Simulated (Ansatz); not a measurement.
Structures of equal composition on the (111) surface of fcc Pt: a layer of Au in place of the second plane; a layer of Au in place of the third plane. The slabs share one bottom face, and each structure is named by its start. These are constructed structures in small cells; real faces may alloy, dewet or reconstruct in larger ones, and not all known structures of the face are among them. Slabs of about 11 Å with all that they carry, Fermi-Dirac smearing of 0.1 eV. Bottom of the slabs: a bare face, its two planes held. Relaxed from the named starts with such symmetry as they have, on meshes of like density; energies extrapolated to zero smearing; no spin-orbit coupling, no U. Spin-polarised runs, if any, are marked in brackets, and their order is one that fits the cell; the others ran without spin.

Calculation: PBE (plane waves to 420 eV, PAW; Ansatz, an electronic-structure program).

Rank these by energy per 1x1 cell (lowest first), as PBE gives it.

a layer of Au in place of the second plane (0.000 eV), a layer of Au in place of the third plane (0.124 eV)
